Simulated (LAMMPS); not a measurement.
An MD run on Al (fcc), 864 atoms, at 700 K and 0 GPa, heated as the crystal.

Computed with classical MD, pair style meam, file MoCoNiVFeAlCr_2nn.meam (LAMMPS).

```csv
r (Å),g(r)
2.260,0.000
2.300,0.001
2.340,0.000
2.380,0.008
2.420,0.048
2.460,0.120
2.500,0.265
2.540,0.526
2.580,0.851
2.620,1.42
2.660,2.02
2.700,2.70
2.740,3.35
2.780,3.93
2.820,4.31
2.860,4.32
2.900,4.28
2.940,4.05
2.980,3.65
3.020,3.12
3.060,2.61
3.100,2.06
3.140,1.57
3.180,1.19
3.220,0.877
3.260,0.608
3.300,0.439
3.340,0.288
3.380,0.206
3.420,0.119
3.460,0.095
3.500,0.067
3.540,0.051
3.580,0.063
3.620,0.071
3.660,0.110
3.700,0.164
3.740,0.229
3.780,0.282
3.820,0.409
3.860,0.470
3.900,0.595
3.940,0.744
3.980,0.796
4.020,0.856
4.060,0.901
4.100,0.944
4.140,0.935
4.180,0.897
4.220,0.755
4.260,0.672
4.300,0.604
4.340,0.482
4.380,0.413
4.420,0.325
4.460,0.264
4.500,0.263
4.540,0.269
4.580,0.315
4.620,0.440
4.660,0.587
4.700,0.767
4.740,1.02
4.780,1.30
4.820,1.60
4.860,1.88
4.900,2.11
4.940,2.33
4.980,2.45
5.020,2.47
5.060,2.45
5.100,2.29
5.140,2.13
5.180,1.84
5.220,1.59
5.260,1.33
5.300,1.07
5.340,0.862
5.380,0.705
5.420,0.611
5.460,0.534
5.500,0.548
5.540,0.586
5.580,0.642
5.620,0.722
5.660,0.792
5.700,0.867
5.740,0.891
5.780,0.919
5.820,0.917
5.860,0.931
5.900,0.831
5.940,0.788
5.980,0.724
6.020,0.678
6.060,0.642
6.100,0.634
6.140,0.685
6.180,0.708
6.220,0.832
6.260,0.938
6.300,1.03
6.340,1.18
```

The data show:
- state found: crystal; no diffusion seen in 30 ps
- first peak of g(r): 2.86 Å, height 4.3
- coordination number: 12.0 (counted to 3.54 Å)
